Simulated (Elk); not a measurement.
Band structure of ZrTi2 (P6/mmm, 3 atoms in the cell).

```xyz
3
Lattice="4.7244 0.0000 0.0000 -2.3622 4.0915 0.0000 0.0000 0.0000 3.0034" Properties=species:S:1:pos:R:3 pbc="T T T"
Zr     0.0000     0.0000     0.0000
Ti     2.3622     1.3638     1.5017
Ti     0.0000     2.7276     1.5017
```

Level of theory: LDA (PW92), all-electron FP-LAPW, Elk's shipped species files, default APW+lo basis (Elk).

Settings: swidth = 0.00367493 Ha; ngridk = 8 8 11; maxscl = 100.

The starting cell comes from a database of computed structures (which also holds hypothetical and non-ambient phases and stackings), without a prior relaxation at this level. Spin polarisation is off. Values depend on the basis (sphere radii, cutoffs, local orbitals), which need not be converged.

Levels in eV from the Fermi level, bands 15 to 22:
| point | 15 | 16 | 17 | 18 | 19 | 20 | 21 | 22 |
|---|---|---|---|---|---|---|---|---|
| Γ | -0.93 | -0.93 | -0.27 | -0.27 | -0.04 | 0.86 | 1.36 | 1.36 |
| M | -2.78 | -0.43 | -0.37 | -0.32 | 0.09 | 0.65 | 0.79 | 1.39 |
| K | -3.11 | -0.22 | -0.22 | -0.21 | 0.11 | 0.58 | 0.58 | 1.23 |
| A | -2.04 | -2.00 | -2.00 | -1.96 | 1.02 | 1.02 | 1.18 | 1.18 |
| L | -1.48 | -1.33 | -0.54 | -0.52 | 0.43 | 0.88 | 0.90 | 1.01 |
| H | -1.95 | -0.86 | -0.86 | -0.71 | 0.46 | 0.46 | 0.95 | 0.95 |

Bands cross the Fermi level along this path, so the cell is metallic at this level.
